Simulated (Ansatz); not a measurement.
# How far PBE and PBEsol part for hypothetical Pm-3n C

The reference is C (space group Pm-3n, No. 223; a = 3.8768 Å; a hypothetical phase, not in the database extracts checked).

(Cell as relaxed with PBE.)

Levels (all Ansatz, a first-principles code, PAW): PBE (420 eV, spin-orbit coupling left out); PBEsol (420 eV, no spin-orbit coupling).

Each level relaxes its own structure.

```json
[
 {"quantity": "volume per atom", "PBE": "7.28 Å³", "PBEsol": "6.96 Å³"},
 {"quantity": "lattice parameter a", "PBE": "387.7 pm", "PBEsol": "381.8 pm"},
 {"quantity": "band gap", "PBE": "zero", "PBEsol": "zero"}
]
```

PBE's volume per atom lies 0.327 Å³ above PBEsol's (4.7 %); PBE's lattice parameter a lies 5.9 pm above PBEsol's (1.5 %); the two agree on the band gap. Neither level is exact; PBEsol is the comparison here, not a measurement.

Whether these cells are dynamically stable was not tested.
